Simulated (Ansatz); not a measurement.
The starting structures come from a database of crystals and need not be the phases stable at ambient conditions.

By PBEsol, the system below comes out a metal.

Given:

```
CELL_PARAMETERS angstrom
      3.97965     0.00000     0.00000
      0.00000     3.97965     0.00000
      0.00000     0.00000     3.97965
ATOMIC_POSITIONS crystal
  Sc 0.00000 0.00000 0.00000
  Pd 0.50000 0.50000 0.00000
  Pd 0.00000 0.50000 0.50000
  Pd 0.50000 0.00000 0.50000
```

The cell is taken as given; by PBEsol it stands under a pressure of -4.5 GPa.

The current flows along the normal of the first two printed cell vectors, the (001) plane of the conventional cell. No spin-orbit coupling; the value is a mean over 0.1 eV about the Fermi level.

Task: Give the ballistic conductance per area that Ansatz (a program for electronic structure) with PBEsol yields.

Result: 0.60 × 10¹⁵ S/m² for both spins.
